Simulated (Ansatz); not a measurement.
Spacing of the highest filled and lowest empty level at the zone centre in eight small model glasses of hand-chosen composition and density, fast-quenched (anions pushed apart in CHGNet runs), each at its PBE geometry, by PBE and by HSE06 (Ansatz, an electronic-structure program, plane waves, PAW). The cells are the first eight to finish that balance their formal charges, show no moments and no lower geometry on charging where those were tested, and have a gap at both levels; defect levels can set the spacings, and exact exchange is cut at the cells' faces.

| cell | quench by | pressure (GPa) | levels at the gap | PBE (eV) | experiment, tabulated (eV) |
|---|---|---|---|---|---|
| Zr20O45Ta2 | CHGNet | 0.0 | localised at the filled edge | 3.05 | - |
| Ga24O37Na2 | CHGNet | -1.0 | localised at the filled edge | 1.51 | - |
| Zr20O43Sc2 | CHGNet | 0.0 | localised at the filled edge | 3.53 | - |
| Si24O53Nb2 | CHGNet | 0.9 | localised at both edges | 3.69 | - |
| Hf18O37Sr | CHGNet | 0.0 | localised at the filled edge | 3.82 | - |
| Si24O51Al2 | CHGNet | 1.4 | localised at both edges | 3.59 | - |
| Ga24O38Ti | CHGNet | -0.1 | spread | 2.04 | - |
| Ti20O43Ga2 | CHGNet | 1.3 | localised at the filled edge | 2.42 | - |

### Question
What does HSE06 give, and how does it move these values against PBE?

### Answer
Zr20O45Ta2 4.52, Ga24O37Na2 3.20, Zr20O43Sc2 5.02, Si24O53Nb2 5.29, Hf18O37Sr 5.39, Si24O51Al2 5.40, Ga24O38Ti 3.78, Ti20O43Ga2 3.92 eV. It raises them by +1.46 to +1.81 eV, +1.61 eV on average. A straight line through the eight gives HSE06 = 0.97 × PBE +1.71 eV, with a scatter of 0.11 eV.
